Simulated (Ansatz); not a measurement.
**SiO2, response to strain**

Start from SiO2 (space group P4_12_12, No. 92).

```yaml
crystal:
  lattice:
    - [4.98033, 0.00000, 0.00000]
    - [0.00000, 4.98033, 0.00000]
    - [0.00000, 0.00000, 6.91835]
  atoms:
    - { symbol: Si, position: [0.30233, 0.30233, 0.00000] }
    - { symbol: Si, position: [0.80233, 0.19767, 0.75000] }
    - { symbol: Si, position: [0.19767, 0.80233, 0.25000] }
    - { symbol: Si, position: [0.69767, 0.69767, 0.50000] }
    - { symbol: O, position: [0.23822, 0.10903, 0.18131] }
    - { symbol: O, position: [0.73822, 0.39097, 0.56869] }
    - { symbol: O, position: [0.26178, 0.60903, 0.06869] }
    - { symbol: O, position: [0.76178, 0.89097, 0.68131] }
    - { symbol: O, position: [0.89097, 0.76178, 0.31869] }
    - { symbol: O, position: [0.39097, 0.73822, 0.43131] }
    - { symbol: O, position: [0.60903, 0.26178, 0.93131] }
    - { symbol: O, position: [0.10903, 0.23822, 0.81869] }
```

Cartesian axes are those of the cell as printed.

Strains are applied to the cell and any free atomic positions relax; under biaxial strain the out-of-plane vector relaxes too.

Method: r2SCAN (Ansatz, a program for electronic structure; PAW; 500 eV plane waves; no spin-orbit coupling).

Candidates:
(a) isotropic strain −1.43 %
(b) tensor shear ε_xz = +1.97 %
(c) biaxial strain +1.86 %, plane normal [001], relaxed out of plane
(d) isotropic strain −4.83 %
(e) uniaxial strain ε_xx = −0.51 %

Base values:

```
Item        Value
--------  -------
Band gap  6.35 eV
```

Problem. Order them by band gap, highest first.

Solution. (d) isotropic strain −4.83 % (6.66 eV), (a) isotropic strain −1.43 % (6.44 eV), (e) uniaxial strain ε_xx = −0.51 % (6.36 eV), (b) tensor shear ε_xz = +1.97 % (6.30 eV), (c) biaxial strain +1.86 %, plane normal [001], relaxed out of plane (6.23 eV)

Stability against distortions was not tested.
